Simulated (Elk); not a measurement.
Elk run on P (Cmce, 4 atoms in the cell): self-consistent single point.

Method: PBE, all-electron FP-LAPW, Elk's shipped species files, APW+lo basis with extra local orbitals run with Elk.

The change in words: lattice scaled by 0.98. Reference geometry:
```
P
1.0
    1.64758    -5.46449     0.00000
    1.64758     5.46449     0.00000
    0.00000     0.00000     4.54319
P
4
Direct
  0.40414   0.59586   0.91118
  0.59586   0.40414   0.08882
  0.09586   0.90414   0.41118
  0.90414   0.09586   0.58882
```

Reference input (self-consistent single point, DFT, PBE, all-electron FP-LAPW, Elk's shipped species files, APW+lo basis with extra local orbitals): xctype = 20; rgkmax = 7.5; stype = 0; swidth = 0.00499791 Ha; ngridk = 8 8 6; gmaxvr = 16 1/bohr; nxlo = 2; lorbcnd = true; rmtscf = 0.89; lmaxi = 2; maxscl = 100. This run's input differs from it in these lines:

```diff
@@ -34,5 +34,5 @@
 avec
-    3.1134749684  -10.3263951799    0.0000000000
-    3.1134749684   10.3263951799    0.0000000000
-    0.0000000000    0.0000000000    8.5853772732
+    3.0512047132  -10.1198670118    0.0000000000
+    3.0512047132   10.1198670118    0.0000000000
+    0.0000000000    0.0000000000    8.4136691986
```

The program printed (abridged):

```
│ Self-consistent loop started │
│ Loop number : 1 │
 total energy                :     -1374.95143378
│ Loop number : 2 │
 total energy                :     -1374.88318215
RMS change in Kohn-Sham potential (target) :   0.5382860870     (  0.1000000000E-05)
Absolute change in total energy (target)   :   0.6825162919E-01 (  0.1000000000E-03)
│ Loop number : 3 │
 total energy                :     -1371.87321621
RMS change in Kohn-Sham potential (target) :   0.2880084407     (  0.1000000000E-05)
Absolute change in total energy (target)   :    3.027028853     (  0.1000000000E-03)
│ Loop number : 4 │
   [... lines left out ...]
Absolute change in total energy (target)   :   0.4544832054E-03 (  0.1000000000E-03)
│ Loop number : 13 │
 total energy                :     -1368.55819918
RMS change in Kohn-Sham potential (target) :   0.9831343643E-07 (  0.1000000000E-05)
Absolute change in total energy (target)   :   0.1221776108E-03 (  0.1000000000E-03)
│ Loop number : 14 │
 total energy                :     -1368.55820292
RMS change in Kohn-Sham potential (target) :   0.4225652556E-07 (  0.1000000000E-05)
Absolute change in total energy (target)   :   0.2680430839E-04 (  0.1000000000E-03)
Convergence targets achieved

│ Loop number : 15 │

Energies :
 Fermi                       :     0.256414178288
 total energy                :     -1368.55820463

Density of states at Fermi energy :    2.009909083
 (states/Hartree/unit cell)

Estimated indirect band gap :   0.9968448985E-02
 from k-point     21 to k-point      9
Estimated direct band gap   :   0.1606564075E-01
 at k-point     19

Charges :
 core                        :    40.00000000
 valence                     :    20.00000000
 interstitial                :    9.268785803
 muffin-tins (core leakage)
  species :    1 (P)
   atom    1                 :    12.68280355     (  0.1280611191E-02)
   atom    2                 :    12.68280355     (  0.1280611191E-02)
   atom    3                 :    12.68280355     (  0.1280611191E-02)
   atom    4                 :    12.68280355     (  0.1280611191E-02)
 total in muffin-tins        :    50.73121420
 total calculated charge     :    59.98137870
 total charge                :    60.00000000
 error                       :   0.1862130144E-01

│ Self-consistent loop stopped │
```

The run converged in 15 iterations. The count includes the last loop, which Elk runs after its targets are met. Against the reference run the total energy rises by 36.2 meV/atom.

The starting cell comes from a database of computed structures (which also holds hypothetical and non-ambient phases and stackings), without a prior relaxation at this level. Its lattice was rescaled by a random factor within 2.5 % of one. For this run, on top of that: lattice scaled by 0.98. Values depend on the basis (sphere radii, cutoffs, local orbitals), which need not be converged. The log's line on a gap gives a spacing of levels on this mesh, which the program prints for metals too.

Cost on one core of a shared machine: roughly 3 min.
